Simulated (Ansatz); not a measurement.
The reference is CdTe in the zinc blende structure (space group F-43m, No. 216; a = 6.618 Å).

Structures relaxed with PBE (Ansatz, a first-principles code; PAW; 420 eV plane waves; spin-orbit coupling left out).

Base:

Simulated powder pattern, Co Kα, λ = 1.79026 Å (kinematic, ideal powder, no thermal factors, no anomalous dispersion; the 10 strongest lines at most, above 2 %, up to 2θ = 90°):

```json
[
 {"2θ (°)": "27.10", "I/Imax (%)": "100", "hkl": "(111)"},
 {"2θ (°)": "44.99", "I/Imax (%)": "77", "hkl": "(220)"},
 {"2θ (°)": "53.31", "I/Imax (%)": "47", "hkl": "(311)"},
 {"2θ (°)": "65.51", "I/Imax (%)": "13", "hkl": "(400)"},
 {"2θ (°)": "72.25", "I/Imax (%)": "19", "hkl": "(331)"},
 {"2θ (°)": "83.00", "I/Imax (%)": "27", "hkl": "(422)"},
 {"2θ (°)": "89.31", "I/Imax (%)": "16", "hkl": "(333)"}
]
```

After one change:

Simulated powder pattern, Co Kα, λ = 1.79026 Å (kinematic, ideal powder, no thermal factors, no anomalous dispersion; the 10 strongest lines at most, above 2 %, up to 2θ = 90°):

```csv
2θ (°),I/Imax (%)
27.95,100
46.46,76
55.09,46
67.80,12
74.86,19
86.17,27
```

Task: Which change produced these results?
(A) isotropic strain −3.00 %
(B) isotropic strain +2.00 %
(C) isotropic strain +1.50 %
(D) isotropic strain −2.50 %

Result: A, isotropic strain −3.00 %. Its volume per atom is 33.07 Å³ against 36.23 Å³, and its space group is F-43m (No. 216).

Whether these cells are dynamically stable was not tested.
